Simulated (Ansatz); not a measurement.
A constructed model of the (100) surface of fcc Ni, ferromagnetic, a layer of Pt in place of the second plane (bottom of the slab: a bare face, its two planes held)

These are PBE (plane waves to 420 eV, PAW; Ansatz, a program for electronic structure) values and carry that method's errors.

Model: 6-atom slab, 8.9 Å thick at the start (thin: gaps and levels are the slab's own), 15x15x1 mesh, Fermi-Dirac 0.1 eV, dipole correction, 2 atoms held, the rest relaxed; symmetry of the start imposed; spin-polarised, ending with about 3.5 μB a cell; orders that need a larger cell were not tried, no spin-orbit, no U. It is one candidate, not shown to be the stable structure of the face.

```json
{
 "work_function_of_the_top_face": "5.10 eV",
 "energy_released_by_relaxation": "0.18 eV",
 "magnetic_moment_of_the_cell": "3.52 μB",
 "cost": "around 3 core-minutes (rough)"
}
```
